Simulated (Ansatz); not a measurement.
The reference is Re in the hcp (Mg type) structure (space group P6_3/mmc, No. 194; a = 2.758 Å, c = 4.463 Å). Axes: x lies along a and z along c of the hexagonal cell.

Computed with plane-wave PAW DFT at the r2SCAN level (Ansatz, a first-principles code, 500 eV), no spin-orbit coupling, earlier PAW set.

Before the change:

| Item | Value |
|---|---|
| Shortest interatomic distance | 5.180 bohr |

One thing is altered: a free-standing slab of 5 layers (5 atoms, 1 a layer) is cut normal to the z axis, with 15 Å of vacuum and the in-plane cell held at bulk.

### Question
Estimate the effect on the excess energy per area of both faces, shortest interatomic distance and change of the spacing d12 from its bulk value of 2.231 Å.

### Answer
The excess energy per area of both faces (slab less bulk energy over the cell's area: twice a surface energy) comes out as 5.7 J/m² (uncertain by up to 0.1 J/m²); the shortest interatomic distance shrinks by 0.175 bohr (5.180 bohr → 5.005 bohr); the change of the spacing d12 from its bulk value of 2.231 Å comes out as -5.1 %.

Slab and bulk use different k-meshes, which limits the precision of the excess energy. Stability against distortions was not tested. The final runs are not spin-polarised.
